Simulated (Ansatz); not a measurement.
Worked example: self-consistent single point of Si3N4 (Fd-3m, 14 atoms in the cell) in Ansatz (a first-principles code).

Method: LDA (PW92), default PAW files made with PBE (plane waves; Ansatz).

```
Si3N4
1.0
    0.00000     3.94460     3.94460
    3.94460     0.00000     3.94460
    3.94460     3.94460     0.00000
Si N
6 8
Direct
  0.12500   0.12500   0.12500
  0.62500   0.12500   0.12500
  0.12500   0.62500   0.12500
  0.12500   0.12500   0.62500
  0.75000   0.75000   0.75000
  0.50000   0.50000   0.50000
  0.36260   0.36260   0.36260
  0.91220   0.36260   0.36260
  0.36260   0.91220   0.36260
  0.36260   0.36260   0.91220
  0.88740   0.88740   0.88740
  0.33780   0.88740   0.88740
  0.88740   0.33780   0.88740
  0.88740   0.88740   0.33780
```

Reference input (self-consistent single point, DFT, LDA (PW92), plane waves, default PAW files made with PBE): basis.ecutwfc = 420 eV; kpoints.mp_grid.grid = 6 6 6; hamiltonian.xc = lda; hamiltonian.pseudopotentials = {kind: paw} (the program's default PAW files); scf.occupations.method = methfessel_paxton; scf.occupations.width = 0.1 eV. This run's input differs from it in these lines:

Ansatz 0.2 input:
```diff
@@ -21,3 +21,3 @@
 basis:
-  ecutwfc: 420.0
+  ecutwfc: 170.0
 kpoints:
```

The program printed (abridged):

```
SCF iter   1: F=—  HF=-6608.873624 eV  |F-HF|=—  |Δ(HF+E_count)|=         —  Δρ=1.45e-1  dr2=1.52e1  ethr=1.77e-3  ⟨swp⟩=9.2  Hψ=3955  notcnv=0  defer=16
all-band conjugate gradients solve this SCF's bands
preconditioner: auto → Resta (q_TF=auto, 2.448 Å⁻¹)
SCF iter   2: F=—  HF=-6602.859767 eV  |F-HF|=—  |Δ(HF+E_count)|=    6.01e0  S|Δr|=    0.00e0  Δρ=4.86e-2  dr2=8.58e-1  ethr=1.77e-3  ⟨swp⟩=3.1  Hψ=1550  notcnv=0  defer=129
   [... lines left out ...]
SCF iter   5: F=—  HF=-6602.400442 eV  |F-HF|=—  |Δ(HF+E_count)|=   1.33e-4  S|Δr|=    0.00e0  Δρ=7.19e-5  dr2=3.45e-6  ethr=6.25e-7  ⟨swp⟩=2.5  Hψ=1079  notcnv=0  defer=129
SCF iter   6: F=—  HF=-6602.400436 eV  |F-HF|=—  |Δ(HF+E_count)|=   6.03e-6  S|Δr|=    0.00e0  Δρ=9.75e-6  dr2=1.73e-7  ethr=1.56e-10  ⟨swp⟩=13.2  Hψ=4131  notcnv=0
SCF iter   7: F=-6602.400436 eV  HF=-6602.400436 eV  |F-HF|=1.65e-9  |Δ(HF+E_count)|=   4.61e-8  S|Δr|=    0.00e0  Δρ=1.95e-6  dr2=4.89e-9  ethr=1.56e-10  ⟨swp⟩=4.0  Hψ=2098  notcnv=0
SCF 1 converged in 7 iterations: F = -6602.400436 eV  dr2 = 4.89e-9
Stability not checked (fill_not_monotonic)
Free energy (F): -6602.400436 eV
Internal energy: -6602.400436 eV  (E = F + TS)
E sigma→0 (E₀):  -6602.400436 eV
Fermi energy:    12.278527 eV
--- Forces (eV/Å), atoms counted from 1 ---
  atom   1  Si    -0.00000000    -0.00000000     0.00000000
  atom   2  Si    -0.00000000     0.00000000     0.00000000
  atom   3  Si    -0.00000000     0.00000000     0.00000000
  atom   4  Si    -0.00000000     0.00000000    -0.00000000
  atom   5  Si    -0.00000000    -0.00000000    -0.00000000
   [... lines left out ...]
  atom  14  N      0.84614427     0.84614427    -0.84614427
--- Stress (GPa, compression-positive) ---
        9.878017       0.000000       0.000000
       -0.000000       9.878017       0.000000
       -0.000000       0.000000       9.878017
  P = ⅓ Tr σ = 9.8780 GPa (98.780 kbar)
  The stress holds the Pulay correction. Without it, at fixed plane waves, as pw.x and ABINIT print it: P = -160.0827 GPa
```

The run converged in 7 iterations. Against the reference run the free energy rises by 4.01 eV/atom, the pressure goes from -16.92 to 9.88 GPa, the largest force goes from 2.341 to 1.466 eV/Å and the gap on the mesh goes from 3.175 to 2.263 eV.

The starting cell was generated: these elements placed on a structure prototype, without a prior relaxation; it need not be a known phase or ordering of this composition. Forces in this geometry exceed 1 eV/Å. Ansatz's pressure includes its estimate of the finite-basis (Pulay) stress. Without the estimate this run gives -160.08 GPa. The cutoff lies below the one recommended for these files.
